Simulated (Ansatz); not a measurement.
A zone-centre phonon calculation of TiCd (P4/nmm, 4 atoms in the cell) with Ansatz (a first-principles code).

Method of the run: LDA (PW92), default PAW files made with PBE (plane waves; Ansatz).

```xyz
4
Lattice="2.9025 0.0000 0.0000 0.0000 2.9025 0.0000 0.0000 0.0000 9.0593" Properties=species:S:1:pos:R:3 pbc="T T T"
Ti     0.0000     1.4513     3.5446
Ti     1.4513     0.0000     5.5146
Cd     0.0000     1.4513     7.8514
Cd     1.4513     0.0000     1.2079
```

Reference input (self-consistent single point, DFT, LDA (PW92), plane waves, default PAW files made with PBE): basis.ecutwfc = 420 eV; kpoints.mp_grid.grid = 11 11 4; hamiltonian.xc = lda; hamiltonian.pseudopotentials = {kind: paw} (the program's default PAW files); scf.occupations.method = fermi_dirac; scf.occupations.width = 0.1 eV. This run's input differs from it in these lines:

```diff
@@ -20,6 +20,5 @@
   occupations: { method: fermi_dirac, width: 0.1 }
-output:
-  forces: true
-  eigenvalues: true
-  stress: true
+  convergence: { dr2_threshold: 1.0e-11 eV }
+phonons:
+  method: dfpt
```

The program printed (abridged):

```
SCF iter   1: F=—  HF=-21136.686278 eV  |F-HF|=—  |Δ(HF+E_count)|=         —  Δρ=1.02e-2  dr2=6.18e-2  ethr=1.77e-3  ⟨swp⟩=4.6  Hψ=13061  notcnv=0
all-band conjugate gradients solve this SCF's bands
preconditioner: auto → Kerker (q_TF=auto, 2.649 Å⁻¹)
SCF iter   2: F=—  HF=-21136.671182 eV  |F-HF|=—  |Δ(HF+E_count)|=   1.51e-2  Δρ=4.09e-3  dr2=1.30e-2  ethr=9.66e-5  ⟨swp⟩=2.0  Hψ=6165  notcnv=0
   [... lines left out ...]
SCF iter   8: F=—  HF=-21136.668542 eV  |F-HF|=—  |Δ(HF+E_count)|=   8.97e-9  Δρ=1.04e-6  dr2=2.15e-9  ethr=6.93e-11  ⟨swp⟩=2.0  Hψ=5851  notcnv=0
SCF iter   9: F=—  HF=-21136.668542 eV  |F-HF|=—  |Δ(HF+E_count)|=  3.82e-10  Δρ=3.57e-7  dr2=8.70e-11  ethr=3.35e-12  ⟨swp⟩=2.1  Hψ=5952  notcnv=0
SCF iter  10: F=—  HF=-21136.668542 eV  |F-HF|=—  |Δ(HF+E_count)|=  7.28e-12  Δρ=9.18e-8  dr2=1.06e-11  ethr=1.00e-12  ⟨swp⟩=5.0  Hψ=15933  notcnv=0
SCF iter  11: F=-21136.668542 eV  HF=-21136.668542 eV  |F-HF|=0.00e0  |Δ(HF+E_count)|=  3.64e-12  Δρ=2.69e-8  dr2=7.60e-13  ethr=1.00e-12  ⟨swp⟩=4.0  Hψ=13506  notcnv=0
SCF 1 converged in 11 iterations: F = -21136.668542 eV  dr2 = 7.60e-13
DFPT response loops at Γ: preconditioner auto → Kerker (q_TF=auto, 2.649 Å⁻¹) (partly filled bands, converged f_vac=0.000) …
Free energy (F): -21136.668542 eV
Internal energy: -21136.574052 eV  (E = F + TS)
E sigma→0 (E₀):  -21136.621297 eV
Entropy (-TS):   -0.094490 eV (-23.623 meV/atom)
Fermi energy:    14.007737 eV
--- Phonons (Γ-DFPT): 4 representative perturbations + reference, on 108 of 484 k-points (Σ response iterations 23) ---
  k mesh reduced under 4 symmetry operations, with k and −k counted as one. Each operation leaves every solved displacement unchanged or reverses it
  ASR residual: 9.520e-4 → 0.000e0 eV/Å²; symmetrization residual: 5.132e-6 eV/Å²
  ASR residual per site (eV/Å²): 9.52e-4 9.52e-4 1.24e-5 1.24e-5
  Γ frequencies (cm⁻¹): 0.00 0.00 0.00 52.28 52.28 87.87 87.87 103.42 130.42 162.91 162.91 240.65
  non-analytic LO–TO correction: not included (Born effective charges unavailable; polar crystals: no LO–TO splitting at Γ)
```

The run converged in 11 iterations. 

Summary of the result:
| Quantity | Result |
|---|---|
| Free energy E − TS (on the zero of these files) | -21136.6685 eV |
| Fermi level (on the code's own zero) | 14.01 eV |
| Zone-centre frequencies (cm⁻¹; negative means imaginary) | 0, 0, 0, 52, 52, 88, 88, 103, 130, 163, 163, 241 |

The starting cell comes from a database of computed structures (which also holds hypothetical and non-ambient phases and stackings), without a prior relaxation at this level. Its lattice was rescaled by up to half a per cent. Spin polarisation is off.

Cost on one core of a shared machine: roughly 4 min.

Keys are those of Ansatz 0.2.
